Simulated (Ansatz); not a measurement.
Formation energy of the localised charge states of Se vacancy (broken-bond start) in zinc-blende ZnSe (start: the Se site; a neighbour pushed 0.95 Å away from the vacancy; 64-site cell, 2×2×2 shifted sampling) against the Fermi level, Zn-rich (Δμ(Se) = -1.43 eV; only phases computed here count, gases as isolated molecules at 0 K). Level of theory: PBE, PAW (plane waves to 420 eV; Ansatz, a first-principles code).

Charges with a result: +2, +1, 0. Others weren't obtained, and one of them could lie lower, also by skipping a charge.

Set-up: 64-site cell; 2×2×2 shifted k-points; host gap 1.15 eV; charged states image-corrected; energies good to tenths of an eV; flagged in the runs: a strain field that reaches the edge of the cell.

```json
[
 {"E_F − E_VBM (eV)": "0.00", "q = +2": "0.03", "q = +1": "1.48", "q = 0": "2.02"},
 {"E_F − E_VBM (eV)": "0.14", "q = +2": "0.32", "q = +1": "1.62", "q = 0": "2.02"},
 {"E_F − E_VBM (eV)": "0.29", "q = +2": "0.60", "q = +1": "1.77", "q = 0": "2.02"},
 {"E_F − E_VBM (eV)": "0.43", "q = +2": "0.89", "q = +1": "1.91", "q = 0": "2.02"},
 {"E_F − E_VBM (eV)": "0.57", "q = +2": "1.18", "q = +1": "2.05", "q = 0": "2.02"},
 {"E_F − E_VBM (eV)": "0.72", "q = +2": "1.47", "q = +1": "2.20", "q = 0": "2.02"},
 {"E_F − E_VBM (eV)": "0.86", "q = +2": "1.75", "q = +1": "2.34", "q = 0": "2.02"},
 {"E_F − E_VBM (eV)": "1.01", "q = +2": "2.04", "q = +1": "2.48", "q = 0": "2.02"},
 {"E_F − E_VBM (eV)": "1.15", "q = +2": "2.33", "q = +1": "2.63", "q = 0": "2.02"}
]
```

Crossings of the lowest lines: (+2/0) at 0.99 eV.
